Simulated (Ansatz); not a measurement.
Here is the system:

```
MgO
1.0
    0.00000     2.08575     2.20804
    2.08575     0.00000     2.20804
    2.08575     2.08575     0.00000
Mg O
1 1
Direct
  0.00000   0.00000   0.00000
  0.50000   0.50000   0.50000
```

The numbers are results of r2SCAN, rigid bands (plane waves, PAW, scalar-relativistic; Ansatz, a first-principles code), not measurements. Condition of this run: uniaxial stress along [001] of -9 GPa (compression positive) (the target of the relaxation). How the cell was made: cell and atoms relaxed with PBEsol, then loaded as said.

Task: Predict the electron conductivity mass (n e² τ/σ) at 300 K, by direction if it differs.

Result: 0.38 (x), 0.38 (y), 0.34 (z) mₑ.

Task: Predict the hole conductivity mass (n e² τ/σ) at 300 K, by direction if it differs.

Result: 2.5 (x), 2.5 (y), 1.14 (z) mₑ.

Task: And the band gap?

Result: 5.26 eV at this level; semilocal functionals usually fall short of the measured gap.

Rigid bands, one relaxation time for all states, no polarons. Spin-orbit coupling is left out. Geometry: cell and atoms relaxed with PBEsol.
